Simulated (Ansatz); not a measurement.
A self-consistent single point of ZnS (F-43m, 2 atoms in the cell) with Ansatz (a program for electronic structure).

Computed with PBE (plane waves, PAW; Ansatz).

```xyz
2
Lattice="0.0000 2.7050 2.7050 2.7050 0.0000 2.7050 2.7050 2.7050 0.0000" Properties=species:S:1:pos:R:3 pbc="T T T"
Zn     0.0000     0.0000     0.0000
S      1.3525     1.3525     1.3525
```

Reference input (self-consistent single point, DFT, PBE, plane waves, default PAW files): kpoints.mp_grid.grid = 7 7 7; hamiltonian.xc = pbe; hamiltonian.pseudopotentials = {kind: paw} (the program's default PAW files); scf.occupations.method = fermi_dirac; scf.occupations.width = 0.05 eV. This run's input differs from it in these lines:

Ansatz 0.2 input:
```diff
@@ -9,3 +9,3 @@
 kpoints:
-  mp_grid: { grid: [7, 7, 7] }
+  mp_grid: { grid: [6, 6, 6] }
 hamiltonian:
```

Output, abridged:

```
SCF iter   1: F=—  HF=-4222.727902 eV  |F-HF|=—  |Δ(HF+E_count)|=         —  Δρ=5.08e-4  dr2=1.17e-4  ethr=1.77e-3  ⟨swp⟩=5.1  Hψ=1194  notcnv=0
all-band conjugate gradients solve this SCF's bands
preconditioner: auto → none
SCF iter   2: F=—  HF=-4222.728259 eV  |F-HF|=—  |Δ(HF+E_count)|=   3.57e-4  Δρ=5.01e-4  dr2=4.70e-5  ethr=6.51e-7  ⟨swp⟩=3.2  Hψ=551  notcnv=0
SCF iter   3: F=—  HF=-4222.728291 eV  |F-HF|=—  |Δ(HF+E_count)|=   3.24e-5  Δρ=1.46e-4  dr2=5.82e-6  ethr=2.61e-7  ⟨swp⟩=2.0  Hψ=336  notcnv=0
SCF iter   4: F=—  HF=-4222.728301 eV  |F-HF|=—  |Δ(HF+E_count)|=   9.42e-6  Δρ=6.22e-5  dr2=9.41e-7  ethr=3.24e-8  ⟨swp⟩=2.0  Hψ=337  notcnv=0
SCF iter   5: F=—  HF=-4222.728303 eV  |F-HF|=—  |Δ(HF+E_count)|=   2.11e-6  Δρ=3.65e-5  dr2=3.52e-7  ethr=5.23e-9  ⟨swp⟩=2.0  Hψ=352  notcnv=0
SCF iter   6: F=-4222.728303 eV  HF=-4222.728303 eV  |F-HF|=1.08e-8  |Δ(HF+E_count)|=   6.90e-7  Δρ=3.82e-6  dr2=2.62e-9  ethr=5.56e-10  ⟨swp⟩=2.6  Hψ=795  notcnv=0
SCF 1 converged in 6 iterations: F = -4222.728303 eV  dr2 = 2.62e-9
Free energy (F): -4222.728303 eV
Internal energy: -4222.728303 eV  (E = F + TS)
E sigma→0 (E₀):  -4222.728303 eV
Fermi energy:    6.821463 eV
--- Forces (eV/Å), atoms counted from 1 ---
  atom   1  Zn     0.00000000     0.00000000    -0.00000000
  atom   2  S     -0.00000000     0.00000000     0.00000000
--- Stress (GPa, compression-positive) ---
        1.362493       0.000000      -0.000000
        0.000000       1.362493       0.000000
       -0.000000       0.000000       1.362493
  P = ⅓ Tr σ = 1.3625 GPa (13.625 kbar)
  The stress holds the Pulay correction. Without it, at fixed plane waves, as pw.x and ABINIT print it: P = 1.2976 GPa
```

The run converged in 6 iterations. Against the reference run the free energy goes up by 1.1 meV/atom, the pressure moves little (1.35 to 1.36 GPa) and the gap on the mesh hardly changes (2.095 to 2.094 eV).

The starting cell has typed, rounded lattice constants, without a prior relaxation at this level. Ansatz's pressure includes its estimate of the finite-basis (Pulay) stress.
